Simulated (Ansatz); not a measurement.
Consider CaHfSe$_{3}$ in the cubic perovskite structure (space group Pm-3m, No. 221; a = 5.1232 Å; a hypothetical phase, not in the database extracts checked).

All numbers come from PBEsol in Ansatz (plane waves to 420 eV, PAW, no SOC).

One change was made to it. Results:

```json
[
 {"quantity": "lattice parameter a", "base": "9.681 bohr", "after": "9.314 bohr"},
 {"quantity": "band gap", "base": "0.08 eV", "after": "zero"}
]
```

**Question.** Which change produced these results?
(A) pressure 5 GPa
(B) pressure 1.5 GPa
(C) pressure 10 GPa
(D) pressure 3 GPa

**Answer.** C, pressure 10 GPa. For comparison, the lattice parameter a in the other runs: pressure 5 GPa gives 9.476 bohr; pressure 3 GPa gives 9.552 bohr; pressure 1.5 GPa gives 9.614 bohr.

With Hf present, leaving out spin-orbit coupling can change the band edges. Load acts through the strain it causes; cell and atoms are relaxed under it. Stability against distortions was not tested. Competing high-pressure phases were not computed. The final runs are not spin-polarised. Many cubic perovskites are stable only at high temperature; tilts and polar distortions were not tested. Gaps under 0.05 eV, about the width of the smearing, are given as zero. The zero or small gap of CaHfSe3 can change with the level of theory.

Ansatz is an electronic-structure program.
